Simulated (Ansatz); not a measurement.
**C axis length of TaAs (model structure, started from the CoSn type, P6/mmm, No. 191, 6 atoms in the cell) at several levels of theory**

No measured value is used here.

```csv
level (code),value (Å)
PBE (Ansatz),___
PBEsol (Ansatz),4.218
PBE-D3(BJ) (Ansatz),4.217
```

Problem. Complete the blanks.

Solution. 
- PBE (Ansatz, a program for electronic structure), value (Å): 4.263

Density-functional levels without +SOC have no spin–orbit coupling. Ansatz's density-functional and Hartree–Fock values are scalar-relativistic unless marked +SOC, with PAW data made under PBE.

A model structure was made by putting elements into a prototype or built by hand; it is no filed structure, need not be a known phase, and can be a saddle point held by its symmetry.
